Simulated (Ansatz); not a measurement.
# Lattice parameter a of SiNF (model structure, P3m1, No. 156, 3 atoms in the cell) at several levels of theory

No measured value is used here.

```csv
level (code),value (Å)
PBEsol (Ansatz),2.903
PBE-D3(BJ) (Ansatz),2.910
r²SCAN (Ansatz),2.898
r²SCAN+rVV10 (Ansatz),2.895
```

Cutoffs differ between the levels. Ansatz's density-functional and Hartree–Fock values are scalar-relativistic unless marked +SOC, with PAW data made under PBE.

A model structure was made by putting elements into a prototype or built by hand; it is no filed structure, need not be a known phase, and can be a saddle point held by its symmetry.

Ansatz is a first-principles code.
